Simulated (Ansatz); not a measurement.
The parent structure is Os in the hcp (Mg type) structure (space group P6_3/mmc, No. 194; a = 2.7290 Å, c = 4.3091 Å; relaxed with 0.1 eV smearing). Axes: x lies along a and z along c of the hexagonal cell.

Structures relaxed with Ansatz (a program for electronic structure), PBEsol, PAW, cutoff 420 eV, without spin-orbit coupling.

Base:

Simulated powder pattern, Cu Kα1, λ = 1.54056 Å (kinematic, ideal powder, no thermal factors, no anomalous dispersion; the 10 strongest lines at most, above 2 %, up to 2θ = 90°):

```json
[
 {"2θ (°)": "38.04", "I/Imax (%)": "24", "hkl": "(100)"},
 {"2θ (°)": "41.90", "I/Imax (%)": "25", "hkl": "(002)"},
 {"2θ (°)": "43.64", "I/Imax (%)": "100", "hkl": "(101)"},
 {"2θ (°)": "57.86", "I/Imax (%)": "15", "hkl": "(102)"},
 {"2θ (°)": "68.74", "I/Imax (%)": "18", "hkl": "(110)"},
 {"2θ (°)": "77.74", "I/Imax (%)": "19", "hkl": "(103)"},
 {"2θ (°)": "81.36", "I/Imax (%)": "2.9", "hkl": "(200)"},
 {"2θ (°)": "83.86", "I/Imax (%)": "22", "hkl": "(112)"},
 {"2θ (°)": "85.05", "I/Imax (%)": "16", "hkl": "(201)"}
]
```

After one change:

Simulated powder pattern, Cu Kα1, λ = 1.54056 Å (kinematic, ideal powder, no thermal factors, no anomalous dispersion; the 10 strongest lines at most, above 2 %, up to 2θ = 90°):

```json
[
 {"2θ (°)": "39.27", "I/Imax (%)": "24"},
 {"2θ (°)": "41.19", "I/Imax (%)": "28"},
 {"2θ (°)": "44.57", "I/Imax (%)": "100"},
 {"2θ (°)": "58.22", "I/Imax (%)": "15"},
 {"2θ (°)": "71.18", "I/Imax (%)": "17"},
 {"2θ (°)": "77.45", "I/Imax (%)": "21"},
 {"2θ (°)": "84.44", "I/Imax (%)": "2.8"},
 {"2θ (°)": "85.69", "I/Imax (%)": "22"},
 {"2θ (°)": "88.00", "I/Imax (%)": "16"},
 {"2θ (°)": "89.42", "I/Imax (%)": "3.4"}
]
```

Problem. Which change produced these results?
A. biaxial strain −1.50 %, plane normal [001], relaxed out of plane
B. biaxial strain +1.00 %, plane normal [001], relaxed out of plane
C. biaxial strain +2.00 %, plane normal [001], relaxed out of plane
D. biaxial strain −3.00 %, plane normal [001], relaxed out of plane

Solution. D, biaxial strain −3.00 %, plane normal [001], relaxed out of plane. Its volume per atom is 13.29 Å³ against 13.90 Å³, and its space group is P6_3/mmc (No. 194).

No phonon test of stability was made. All final runs are without spin polarisation.
